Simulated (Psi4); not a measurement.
Psi4 1.11, PBE0/def2-svp: Ge(SH)4 ([SH][Ge]([SH])([SH])[SH]), 9 atoms. The geometry is a generated start, not checked to be a minimum at this level.

```
Property                                             Value
--------------------------  ------------------------------
task                                                energy
method                                                pbe0
basis                                             def2-svp
memory                                                3 GB
maxiter                                                100
keys of the molecule block                     symmetry c1
scf_type                                      df (default)
guess                       auto, which took SAD (default)
e_convergence                              1e-06 (default)
d_convergence                              1e-06 (default)
dft_radial_points                             75 (default)
dft_spherical_points                         302 (default)
basis functions                                        124
grid points                                         191411
```

```xyz
9

S      0.5191     1.5982    -1.3821
Ge     0.3531    -0.0059     0.2377
S     -0.9186     0.7478     1.9545
S     -0.5339    -1.9051    -0.6700
S      2.3843    -0.4833     1.0370
H     -0.7791     1.8597    -1.4214
H     -2.0502     0.7319     1.2526
H     -1.7006    -1.3452    -0.9727
H      2.7258    -1.1981    -0.0356
```

With the defaults (diis = true, scf_initial_accelerator = adiis, damping_percentage = 0, level_shift = 0, level_shift_cutoff = 0.01, diis_max_vecs = 10, soscf = false, soscf_start_convergence = 0.01, diis_start = 1) it converges in 9 SCF iterations. One run each on 2 threads, with these changes:
- diis_max_vecs = 6
- level_shift = 0.1, level_shift_cutoff = 0.001
- scf_initial_accelerator = none
- diis = false, scf_initial_accelerator = none, damping_percentage = 60
- diis_max_vecs = 3
- soscf = true
- soscf = true, soscf_start_convergence = 0.1
- diis_start = 4
- damping_percentage = 60

Name the settings that don't reach the solution of the defaults.

No convergence: diis = false, scf_initial_accelerator = none, damping_percentage = 60 (the run ends without SCF convergence in 100 iterations). The rest reach the solution of the defaults.

```tsv
setting	SCF iterations	JK calls	end
soscf = true, soscf_start_convergence = 0.1	6	22	same solution
soscf = true	6	17	same solution
the defaults	9	10	same solution
level_shift = 0.1, level_shift_cutoff = 0.001	9	10	same solution
diis_max_vecs = 6	9	10	same solution
scf_initial_accelerator = none	9	10	same solution
diis_max_vecs = 3	9	10	same solution
diis_start = 4	15	16	same solution
damping_percentage = 60	62	63	same solution
diis = false, scf_initial_accelerator = none, damping_percentage = 60	100	101	no convergence
```

An SOSCF iteration holds several JK calls; a Hückel guess adds calls on atoms.
